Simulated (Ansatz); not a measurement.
# A computed series for AlN: response to strain

The reference is AlN in the zinc blende structure (space group F-43m, No. 216).

```xyz
2
Lattice="0.0000 2.1849 2.1849 2.1849 0.0000 2.1849 2.1849 2.1849 0.0000" Properties=species:S:1:pos:R:3 pbc="T T T"
Al     0.0000     0.0000     0.0000
N      1.0924     1.0924     1.0924
```

Cartesian axes are those of the cell as printed.

Strains are applied to the cell and any free atomic positions relax.

The values are results of r2SCAN, PAW, 500 eV (Ansatz, a quantum-chemistry and plane-wave program; no spin-orbit coupling), not measurements.

Notes on the quantities. energy relative to the base: free energy F; pressure: mean of the normal stresses, compression positive.

| change | shortest interatomic distance | smallest direct gap | energy relative to the base | pressure |
|---|---|---|---|---|
| base | 1.892 Å | 4.84 eV | 0 meV/atom | 0.01 GPa |
| tensor shear ε_xy = +1.71 % | 1.882 Å | 4.66 eV | +7.5 meV/atom | 0.09 GPa |
| tensor shear ε_xy = +0.29 % | 1.890 Å | 4.82 eV | +0.2 meV/atom | 0.01 GPa |
| tensor shear ε_xy = +1.14 % | 1.885 Å | 4.73 eV | +3.3 meV/atom | 0.04 GPa |
| tensor shear ε_xy = +0.86 % | 1.887 Å | 4.76 eV | +1.9 meV/atom | 0.03 GPa |
| tensor shear ε_xy = +1.43 % | 1.884 Å | 4.70 eV | +5.2 meV/atom | 0.07 GPa |
| tensor shear ε_xy = +0.57 % | … | … | … | 0.01 GPa |
| tensor shear ε_xy = +2.00 % | 1.881 Å | 4.63 eV | +10 meV/atom | 0.13 GPa |

**Question.** What belongs in the blanks?

**Answer.** 
- tensor shear ε_xy = +0.57 %, shortest interatomic distance: 1.889 Å
- tensor shear ε_xy = +0.57 %, smallest direct gap: 4.79 eV
- tensor shear ε_xy = +0.57 %, energy relative to the base: +0.8 meV/atom

Whether these cells are dynamically stable was not tested. This is not the structure that AlN has at room temperature and ambient pressure.
